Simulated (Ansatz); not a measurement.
Start from CdS in the zinc blende structure (space group F-43m, No. 216; a = 5.879 Å). Axes: x, y, z lie along the cube axes.

Perturbation: tensile biaxial strain of 0.76 % in the plane normal to [111], as in epitaxy on a mismatched substrate; the out-of-plane cell vector and the atoms relax.

Levels (all Ansatz, a first-principles code, PAW, earlier PAW set): r2SCAN (500 eV, without spin-orbit coupling); HSE06+SOC (420 eV, noncollinear with spin-orbit coupling).

The geometry is relaxed with r2SCAN.

```
Quantity                                     Result
----------------------------  ---------------------
r2SCAN band gap                             1.48 eV
r2SCAN valence-band top at Γ  0.00, -0.05, -0.05 eV
```

Task: What does HSE06+SOC give at this geometry for the band gap and valence-band top at Γ?

Result: The band gap goes up by 0.55 eV (1.48 eV → 2.03 eV); the valence-band top at Γ (three highest Kramers pairs, from the VBM) goes from 0.00, -0.05, -0.05 eV to 0.00, -0.04, -0.10 eV.

Single points use the geometry relaxed with r2SCAN. The spin-orbit shifts are approximate. Stability against distortions was not tested.
